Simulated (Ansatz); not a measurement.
Take KTaO3 in the cubic perovskite structure (space group Pm-3m, No. 221; a = 4.0244 Å) as the base.

The change: cell and atoms relaxed at a pressure of 30 GPa.

Levels (all Ansatz, an electronic-structure program, PAW): PBE (420 eV, no SOC); r2SCAN (500 eV, scalar-relativistic without spin-orbit coupling).

The geometry is relaxed with PBE.

| Item | Value |
|---|---|
| PBE lowest conduction level above the VBM at special points | Γ 2.43 eV; X 2.63 eV; M 5.76 eV; R 7.42 eV |
| PBE gap character | indirect, R → Γ |
| PBE pressure | 30.00 GPa |

With r2SCAN at the same geometry, the lowest conduction level above the VBM at special points goes from Γ 2.43 eV; X 2.63 eV; M 5.76 eV; R 7.42 eV to Γ 2.87 eV; X 3.07 eV; M 6.20 eV; R 7.88 eV; the gap character stays indirect, R → Γ; the pressure shrinks by 5.215 GPa (30.00 GPa → 24.78 GPa).

Single points use the geometry relaxed with PBE. Their cutoffs differ, which shifts pressures a little. With Ta present, leaving out spin-orbit coupling can change the band edges. Load acts through the strain it causes; cell and atoms are relaxed under it. Whether these cells are dynamically stable was not tested. Competing high-pressure phases were not computed.
